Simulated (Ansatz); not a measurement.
## How far PBE-D3(BJ) and PBEsol-D3(BJ) part for MoS2, pressure 30 GPa

Take MoS2 in the 2H-MoS2 type structure (space group P6_3/mmc, No. 194; a = 3.149 Å, c = 12.091 Å; layered, stacked along the Cartesian z axis) as the base.

(Cell as relaxed with PBE-D3(BJ).)

Levels (all Ansatz, a quantum-chemistry and plane-wave program, PAW, earlier PAW set): PBE-D3(BJ) (420 eV, spin-orbit coupling left out); PBEsol-D3(BJ) (420 eV, no SOC).

Each level relaxes its own structure.

```json
[
 {"base": "volume per atom", "PBE-D3(BJ)": "17.31 Å³", "PBEsol-D3(BJ)": "16.34 Å³"},
 {"base": "lattice parameter a", "PBE-D3(BJ)": "3.149 Å", "PBEsol-D3(BJ)": "3.109 Å"},
 {"base": "band gap", "PBE-D3(BJ)": "0.78 eV", "PBEsol-D3(BJ)": "0.52 eV"}
]
```

Modification: a hydrostatic pressure of 30 GPa.

| quantity | PBE-D3(BJ) | PBEsol-D3(BJ) |
|---|---|---|
| band gap | zero | ___ |
| c/a ratio | 3.619 | ___ |
| shortest interatomic distance | 2.330 Å | ___ |

**Question.** Predict the PBEsol-D3(BJ) column.

**Answer.** 
- band gap, PBEsol-D3(BJ): zero
- c/a ratio, PBEsol-D3(BJ): 3.625
- shortest interatomic distance, PBEsol-D3(BJ): 2.318 Å

PBE-D3(BJ)'s c/a ratio lies 0.0054 below PBEsol-D3(BJ)'s; PBE-D3(BJ)'s shortest interatomic distance lies 0.012 Å above PBEsol-D3(BJ)'s (0.5 %); the two agree on the band gap. Neither level is exact; PBEsol-D3(BJ) is the comparison here, not a measurement.

The mesh was chosen for an insulator and is coarse for the gapless case. Load acts through the strain it causes; cell and atoms are relaxed under it. No phonon test of stability was made. Competing high-pressure phases were not computed. All final runs are without spin polarisation. The zero or small gap of MoS2 under pressure 30 GPa can change with the level of theory.
